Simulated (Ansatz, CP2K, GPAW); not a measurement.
**One structure in several programs: Lu₂Ga₃Cu (P1, 6 atoms in the cell)**

Self-consistent single point, at a second geometry (atoms moved at random). First geometry:

```
Lu2Ga3Cu
1.0
    4.28198     0.00000     0.00000
   -2.14099     3.70830     0.00000
    0.00000     0.00000     6.97997
Lu Ga Cu
2 3 1
Direct
  0.66667   0.33333   0.73018
  0.66667   0.33333   0.26153
  0.00000   0.00000   0.47569
  0.00000   0.00000   0.04673
  0.33333   0.66667   0.94715
  0.33333   0.66667   0.53871
```

Second geometry:
```xyz
6
Lattice="4.2820 0.0000 0.0000 -2.1410 3.7083 0.0000 0.0000 0.0000 6.9800" Properties=species:S:1:pos:R:3 pbc="T T T"
Lu     2.1470     1.2830     5.1051
Lu     2.1544     1.2615     1.8008
Ga     0.0280     0.0779     3.3509
Ga    -0.0493    -0.0446     0.3282
Ga    -0.0214     2.3533     6.6437
Cu     0.0234     2.4856     3.7112
```

Shared settings, as Ansatz (a first-principles code) writes them: kpoints.mp_grid.grid = 6 6 3; scf.occupations.method = gaussian; scf.occupations.width = 0.136 eV. Potentials and cutoffs stand in the table.

```csv
code,model,ΔF from the first geometry (meV/atom),pressure (GPa),largest force (eV/Å),cutoff
CP2K,"LDA (Pade form), GPW, DZVP-MOLOPT-SR-GTH basis, GTH-PADE potentials (GTH_POTENTIALS)",15.0,-4.72,0.759,grid 600 Ry
GPAW,"LDA (Perdew-Wang 92), GPAW PAW datasets LDA (gpaw-data 1.0.1)",14.8,-4.28,0.780,800 eV
Ansatz,"LDA (PW92), PAW files made with PBE",14.5,-4.90,0.747,default
```

Size of the force on each atom (eV/Å): Sizes of forces hide their directions.

| code | Lu1 | Lu2 | Ga3 | Ga4 | Ga5 | Cu6 |
|---|---|---|---|---|---|---|
| CP2K | 0.408 | 0.294 | 0.478 | 0.282 | 0.759 | 0.342 |
| GPAW | 0.410 | 0.295 | 0.474 | 0.299 | 0.780 | 0.337 |
| Ansatz | 0.412 | 0.300 | 0.461 | 0.284 | 0.747 | 0.322 |

On Ansatz's run: spin-orbit coupling is off. Spin polarisation is off.

The spread over the programs that give each value: ΔF from the first geometry within 0.5 meV/atom; pressure within 0.62 GPa; largest force within 0.033 eV/Å.

CP2K uses small atom-centred bases, whose incompleteness enters pressures, forces and empty levels differently from a plane-wave cutoff. Ansatz's pressure is given at a fixed set of plane waves, as the other plane-wave codes print theirs; with its correction for the finite basis it is -4.85 GPa.

The starting cell comes from a database of computed structures (which also holds hypothetical and non-ambient phases and stackings), without a prior relaxation at this level. For this run, on top of that: atoms moved at random.

Keys are those of Ansatz 0.2.
